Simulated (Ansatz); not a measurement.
Input:

End structure of NH2 on the 1x1 (110) surface of bcc Mo, one in a 2x2 cell, started at the site 'bridge Mo-Mo (span 2.7 Å)':

```xyz
19
Lattice="5.4747 0.0000 0.0000 -1.8249 5.1616 0.0000 0.0000 0.0000 26.0000" Properties=species:S:1:pos:R:3 pbc="T T T"
Mo     0.9124     1.2904     9.7315
Mo     0.0000     3.8712     9.7315
Mo     3.6498     1.2904     9.7315
Mo     2.7373     3.8712     9.7315
Mo     0.0000     0.0000    11.8730
Mo    -0.9124     2.5808    11.8730
Mo     2.7373     0.0000    11.8730
Mo     1.8249     2.5808    11.8730
Mo     0.8922     1.2996    14.1275
Mo    -0.0190     3.8844    14.1253
Mo     3.6701     1.2812    14.1275
Mo     2.7564     3.8580    14.1253
Mo     0.0523     0.0110    16.3746
Mo    -0.9647     2.5698    16.3746
Mo     2.6917    -0.0209    16.2188
Mo     1.8706     2.6017    16.2188
N     -0.4562     1.2904    18.0612
H      0.3372     1.5207    18.6637
H     -1.2496     1.0601    18.6637
```

Set-up: 19 atoms, 6.5 Å thick at the start under the adsorbate (thin: gaps and levels are the slab's own); mesh 6x6x1; 0.1 eV smearing; dipole correction on; single point; on the structure that PBE left under its start's symmetry; no spin, no spin-orbit, no U, no dispersion correction. At the end it is bonded to 2 Mo. In PBE it is, or lies within 0.03 eV of, the lowest of the starts that converged; the order may differ at this level.

A negative adsorption energy means that the adsorbate is more stable on the surface than in its reference.

Q: Estimate the change of the step from the bottom to the top vacuum level, against the clean slab that r2SCAN, at the PBE geometry (Ansatz, a quantum-chemistry and plane-wave program) returns for this input.

A: -1.20 eV

Q: Estimate the work function of the top face that r2SCAN, at the PBE geometry returns for this input.

A: 3.40 eV

Q: What is the computed change of the work function (r2SCAN, at the PBE geometry)?

A: -1.23 eV

Q: What is the computed adsorption energy against NH3(g) − ½ H2(g) at the same level (r2SCAN, at the PBE geometry)?

A: -1.14 eV
